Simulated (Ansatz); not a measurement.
An Ansatz (a first-principles code) run: PbTe with a change (tensor shear ε_xy = +0.57 %); r2SCAN, PAW, 500 eV (Ansatz; no spin-orbit coupling).

Input:

Ansatz 0.2 input:
```yaml
crystal:
  lattice:
    - [0.018622756, 3.2671501703, 3.2671501703]
    - [3.2671501703, 0.018622756, 3.2671501703]
    - [3.2857729263, 3.2857729263, 0]
  atoms:
    - { symbol: Te, position: [0.5, 0.5, 0.5] }
    - { symbol: Pb, position: [0, 0, 0] }
basis: { ecutwfc: 500, ecutrho_ratio: 4, xc_grid: 4, fft_grid_basis: typed }
kpoints: { mp_grid: { grid: [9, 9, 9] } }
hamiltonian:
  xc: r2scan
  dispersion: none
  pseudopotentials: { kind: paw }
scf: { occupations: { method: fermi_dirac, width: 0.05 }, convergence: { dr2_threshold: 0.0000000002 } }
relax: { f_tol: 0.005, max_steps: 50 }
output: { forces: true, stress: true }
checkpoint: { write: state.ck, write_every: 1000 }
```

Output (explanatory and most iteration lines left out):

```
Relaxation: its limit of steps is 50 (relax.max_steps)
Pseudopotential: Te, paw, valence charge 16
Pseudopotential: Pb, paw, valence charge 14
Crystal: 2 atoms, lattice volume = 69.747 Å³
Basis set: ecut = 500 eV, 1807 PW (Γ), exchange–correlation on 144×144×144 points (64 copies of the dense FFT grid, shifted against one another)
Bands: 19, of which v1, the nominal top of the filled ones, is band 15 counted from 1 (14 counted from 0)
Symmetry: 8 space group operations
Space group: Immm (ITA 71), of the structure as read, at distance tolerance 4.1e-5 Å
k-points: 125 of 729
Functional: x = r2scan, c = r2scan; τ floored in thin density (d = 2e-4 eV/Å³)
SCF iter   1: F=—  HF=-18916.685294 eV  |F-HF|=—  |Δ(HF+E_count)|=         —  Δρ=4.81e-3  dr2=1.17e-2  dr2_τ=1.03e-3  ethr=1.77e-3  ⟨swp⟩=6.6  Hψ=12818  notcnv=0
SCF iter   2: F=—  HF=-18916.686403 eV  |F-HF|=—  |Δ(HF+E_count)|=   1.11e-3  Δρ=1.37e-3  dr2=1.13e-3  dr2_τ=8.86e-5  ethr=3.89e-5  ⟨swp⟩=2.0  Hψ=5125  notcnv=0
SCF 1 converged in 8 iterations: F = -18916.686648 eV  dr2 = 8.40e-11
relax step   1: F+E_penalty+E_count = -18916.68664828 eV  Δ(F+E_penalty+E_count) = +0.000e0 eV  max|allowed force component| = 1.381e-30 eV/Å  Δτ_max = 0.0000 Å  (8 SCF iters, accepted)
Crystal: 2 atoms, lattice volume = 69.747 Å³
SCF iter   1: F=—  HF=-18916.686648 eV  |F-HF|=—  |Δ(HF+E_count)|=         —  Δρ=3.84e-7  dr2=8.40e-11  dr2_τ=1.93e-12  ethr=1.00e-12  ⟨swp⟩=2.4  Hψ=13825  notcnv=0
SCF iter   2: F=-18916.686648 eV  HF=-18916.686648 eV  |F-HF|=0.00e0  |Δ(HF+E_count)|=  2.18e-11  Δρ=1.55e-7  dr2=1.18e-11  dr2_τ=8.45e-13  ethr=1.00e-12  ⟨swp⟩=4.0  Hψ=7873  notcnv=0
SCF 2 converged in 2 iterations: F = -18916.686648 eV  dr2 = 1.18e-11
SCF converged after 2 iterations
Free energy (F): -18916.686648 eV
Internal energy: -18916.686648 eV  (E = F + TS)
E sigma→0 (E₀):  -18916.686648 eV
Entropy (-TS):   -0.000000 eV (-0.000 meV/atom)
Fermi energy:    8.615738 eV
--- Forces (eV/Å), atoms counted from 1 ---
  atom   1  Te     0.00000000     0.00000000    -0.00000000
  atom   2  Pb     0.00000000     0.00000000    -0.00000000
--- Stress (GPa, compression-positive) ---
        0.005229      -0.175942      -0.000000
       -0.175942       0.005229      -0.000000
       -0.000000      -0.000000       0.002633
  P = ⅓ Tr σ = 0.0044 GPa (0.044 kbar)
--- Relaxed structure (1 steps of the walk, 1 accepted, 0 SCFs on fresh bases) ---
  atoms:
    - { symbol: Te, position: [0.5, 0.5, 0.5] }
    - { symbol: Pb, position: [0.0, 0.0, 0.0] }
```

With Pb and Te present, leaving out spin-orbit coupling can change the band edges. The cells carry an imposed strain or load. Stability against distortions was not tested. The cell was made from PbTe in the rock salt structure (space group Fm-3m, No. 225) by this change: tensor shear ε_xy = +0.57 %.
